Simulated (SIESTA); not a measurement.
Band structure of AlCoNi₆ (P4/mmm, 8 atoms in the cell).

```
CELL_PARAMETERS angstrom
      3.52277     0.00000     0.00000
      0.00000     3.52277     0.00000
      0.00000     0.00000     7.07287
ATOMIC_POSITIONS crystal
  Al 0.00000 0.00000 0.00000
  Co 0.00000 0.00000 0.50000
  Ni 0.50000 0.50000 0.00000
  Ni 0.50000 0.50000 0.50000
  Ni 0.50000 0.00000 0.25622
  Ni 0.50000 0.00000 0.74378
  Ni 0.00000 0.50000 0.25622
  Ni 0.00000 0.50000 0.74378
```
Moments meant for the start (each program seeds them in its own way; μB, in the order of the atoms Al Co Ni Ni Ni Ni Ni Ni): 0.0 3.0 2.0 2.0 2.0 2.0 2.0 2.0.

Computed with LDA PW92, numerical atomic orbitals DZP, PseudoDojo LDA standard norm-conserving potentials (rewritten from UPF to PSML) (SIESTA).

Settings: XC.functional = LDA; XC.authors = PW92; potentials = PseudoDojo LDA standard; PAO.BasisSize = DZP; PAO.EnergyShift = 0.01 Ry; MeshCutoff = 300 Ry; kgrid.MonkhorstPack = 5 5 3; OccupationFunction = MP; OccupationMPOrder = 0; ElectronicTemperature = 2320.9 K; Spin = polarized; DM.InitSpin = [1 +0.00, 2 +3.00, 3 +2.00, 4 +2.00, 5 +2.00, 6 +2.00, 7 +2.00, 8 +2.00]; MaxSCFIterations = 150; SCF.Mixer.Method = Pulay.

The starting cell comes from a database of computed structures (which also holds hypothetical and non-ambient phases and stackings), without a prior relaxation at this level. The magnetic order is the one reached from the typed start; others were not searched systematically. Values carry the incompleteness of an atom-centred basis.

Levels in eV from the Fermi level, bands 63 to 68 of the first spin channel:
| point | 63 | 64 | 65 | 66 | 67 | 68 |
|---|---|---|---|---|---|---|
| Γ | -0.31 | -0.31 | -0.29 | -0.29 | 1.38 | 1.38 |
| X | -0.86 | -0.77 | -0.29 | -0.11 | 0.21 | 0.80 |
| M | -0.86 | -0.48 | -0.48 | -0.48 | -0.44 | 0.21 |
| Z | -0.61 | -0.49 | -0.37 | -0.31 | -0.31 | 3.02 |
| R | -0.78 | -0.77 | -0.67 | -0.41 | -0.38 | 2.62 |
| A | -0.75 | -0.74 | -0.63 | 0.26 | 0.26 | 0.34 |

Bands cross the Fermi level along this path, so the cell is metallic at this level.

Higher empty bands are left out: an atom-centred basis made for the valence describes them poorly.

The net moment of the cell came out as 4.24 μB.
